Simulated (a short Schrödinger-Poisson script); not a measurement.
Stack: MOS inversion layer, SiO2 on p-type Si(100), at 300 K.

From the gate side: 1.7 nm SiO2; 1300 nm Si, acceptors 1.1e17 cm⁻³.

Constants are typed, rounded textbook-type inputs, not results; the design itself was drawn at random and stands for no fabricated device. SiO2: permittivity 3.9, conduction-band edge (eV) 3.15, gap (eV) 9, electron mass (mₑ) 0.5. Si: permittivity 11.7, conduction-band edge (eV) 0, gap (eV) 1.124, Nv at 300 K (cm⁻³) 3.1e19.

Channel valleys (confinement mass, in-plane density-of-states mass, number): Δ2 0.916, 0.19, 2; Δ4 0.19, 0.417, 4. At the gate the conduction-band edge of layer 1 lies 3.71 eV − eVg above the Fermi level of the channel; the field vanishes at the back. Gaps are held at their typed values at every temperature. Mesh 0.03 nm at interfaces.

From a short Schrödinger-Poisson script (our own, NumPy): 1D Poisson equation in equilibrium, electrons quantum, Hartree (BenDaniel-Duke, 12 states a valley, the channel's in-plane mass for all, wave functions free to enter the dielectric), parabolic valleys, classical holes, full ionisation, no traps, pinning or gate leakage.

```
Vg (V)  electrons (cm⁻²)  C (μF/cm²)  Δ2 E0 (meV from the Fermi level)  Δ4 E0 (meV from the Fermi level)
------  ----------------  ----------  --------------------------------  --------------------------------
0.45              1.02e9       0.109                             241.9                             271.7
0.5               5.91e9       0.132                             195.9                             226.3
0.55             3.18e10       0.250                             151.9                             183.0
0.6              1.30e11       0.559                             114.6                             146.8
0.65             3.43e11       0.890                              88.1                             122.0
0.7              6.48e11        1.10                              70.0                             106.0
0.75             1.01e12        1.24                              56.8                              94.9
0.8              1.41e12        1.33                              46.6                              86.8
0.85             1.83e12        1.39                              38.1                              80.5
0.9              2.27e12        1.44                              30.9                              75.4
0.95             2.72e12        1.47                              24.6                              71.1
1                3.18e12        1.50                              19.0                              67.3
1.05             3.66e12        1.53                              13.9                              64.1
1.1              4.14e12        1.55                               9.2                              61.2
1.15             4.62e12        1.57                               4.8                              58.6
1.2              5.11e12        1.58                               0.8                              56.1
1.25             5.61e12        1.60                              -3.1                              53.9
1.3              6.11e12        1.61                              -6.7                              51.9
1.35             6.62e12        1.62                             -10.2                              49.9
```

Gate voltages with under 1e9 electrons/cm² are left out.

Question: At Vg = 1.35 V the lowest Δ2 subband lies at -10.2 meV from the Fermi level. How many electrons does it hold, and what share of all?

Answer: The two-dimensional density of states is g m/(πħ²) = 1.59e11 cm⁻² meV⁻¹ (both spins), kT = 25.9 meV, so n = D kT ln(1 + exp(−E/kT)) = 3.73e12 cm⁻², 0.56 of the 6.62e12 cm⁻² in all.

Question: Compare the slope of the sheet density between 1.25 and 1.35 V with the geometric capacitance of the layers between gate and channel.

Answer: q Δn/ΔV = 1.62 μF/cm²; ε0/Σ(t/ε) = 2.03 μF/cm². The ratio is 0.80: the channel acts as a further capacitance in series.
